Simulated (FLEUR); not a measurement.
**Short convergence ladders for the (001) slab of Ti (cut from a parent of space group no. 194; 4 atoms in the cell)**

```xyz
4
Lattice="2.9352 0.0000 0.0000 -1.4676 2.5420 0.0000 0.0000 0.0000 20.9848" Properties=species:S:1:pos:R:3 pbc="T T T"
Ti     1.4676     0.8473     9.3282
Ti     0.0000     1.6947     7.0000
Ti     1.4676     0.8473    13.9848
Ti     0.0000     1.6947    11.6566
```

Base method: LDA (Vosko-Wilk-Nusair), all-electron FLAPW (FLEUR, film geometry), scalar-relativistic valence run with FLEUR.

Base settings: Kmax = 4.1 1/bohr; GmaxXC = 16.4 1/bohr; xcFunctional = vwn; jspins = 1; l_soc = F; mode = hist; fermiSmearingEnergy = 0.00367493 Htr; mesh (inpgen div1-3) = 6 6 1; inpgen gamma flag = true; Gmax = 16.4 1/bohr.

**The k-point mesh**

Moved along: kpt_gamma.

Only quantities that move along the ladder and can be compared are tabulated.

| kpt_div | free energy less the last step's (meV/atom) | largest difference of a force vector from the last step's (eV/Å) |
|---|---|---|
| 3 3 1 | 44.84 | 0.108 |
| 5 5 1 | -20.33 | 0.032 |
| 6 6 1 | 3.67 | 0.056 |
| 8 8 1 | -2.55 | 0.016 |
| 11 11 1 | -0.11 | 0.007 |
| 18 18 1 | 0.00 | 0.000 |

Coarsest kpt_div that holds the free energy within 0.5 meV/atom of the last step, with all finer ones: 11 11 1; the step before is off by 2.6 meV/atom.

**The setting dVac**

Moved along: dTilda.

The mesh stays at the base's, so the ladder's end is converged at best in this setting alone.

Only quantities that move along the ladder and can be compared are tabulated.

| dVac | free energy less the last step's (meV/atom) | largest difference of a force vector from the last step's (eV/Å) |
|---|---|---|
| 19.06 bohr | 1.63 | 0.018 |
| 20.06 bohr | 0.19 | 0.003 |
| 20.56 bohr | 0.12 | 0.001 |
| 21.56 bohr | -0.01 | 0.000 |
| 24.56 bohr | 0.00 | 0.000 |

Coarsest dVac that holds the forces within 0.01 eV/Å of the last step, with all finer ones: 20.06 bohr; the step before is off by 0.018 eV/Å.

Coarsest dVac that holds the free energy within 1 meV/atom of the last step, with all finer ones: 20.06 bohr; the step before is off by 1.6 meV/atom.

On the base run: the starting cell has typed, rounded lattice constants, without a prior relaxation at this level. The slab is cut from that crystal, and its faces are unrelaxed. Its lattice was rescaled by up to half a per cent. Spin polarisation is off. Values depend on the basis (sphere radii, cutoffs, local orbitals), which need not be converged.
